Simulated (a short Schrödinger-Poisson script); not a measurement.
From a short Schrödinger-Poisson script (our own, NumPy): 1D Poisson equation in equilibrium, electrons quantum, Hartree (BenDaniel-Duke, 12 states a valley, the channel's in-plane mass for all, wave functions free to enter the dielectric), parabolic valleys, classical holes, full ionisation, no traps, pinning or gate leakage.

Structure: symmetric double-gate stack, Si3N4 on p-type Si(100), at 77 K.

From the gate side: 5.3 nm Si3N4; 2 nm Si, acceptors 4e15 cm⁻³; 5.3 nm Si3N4.

Constants are typed, rounded textbook-type inputs, not results; the design itself was drawn at random and stands for no fabricated device. Si3N4: permittivity 7.5, conduction-band edge (eV) 1.95, gap (eV) 5.1, electron mass (mₑ) 0.5. Si: permittivity 11.7, conduction-band edge (eV) 0, gap (eV) 1.124, Nv at 300 K (cm⁻³) 3.1e19.

Channel valleys (confinement mass, in-plane density-of-states mass, number): Δ2 0.916, 0.19, 2; Δ4 0.19, 0.417, 4. At the gates, both at one voltage, the conduction-band edge of layer 1 lies 1.98 eV − eVg above the Fermi level of the channel. Gaps are held at their typed values at every temperature. Mesh 0.03 nm at interfaces.

Question: Give the lowest subband against the Fermi level at Vg = 1.5 V (meV); the sheet density of all electrons at Vg = 1.5 V (cm⁻²); the sheet density of all electrons at Vg = 0.3 V (cm⁻²).

Answer: lowest subband against the Fermi level at Vg = 1.5 V (meV): -114; sheet density of all electrons at Vg = 1.5 V (cm⁻²): 1.87e13; sheet density of all electrons at Vg = 0.3 V (cm⁻²): 2.52e12.
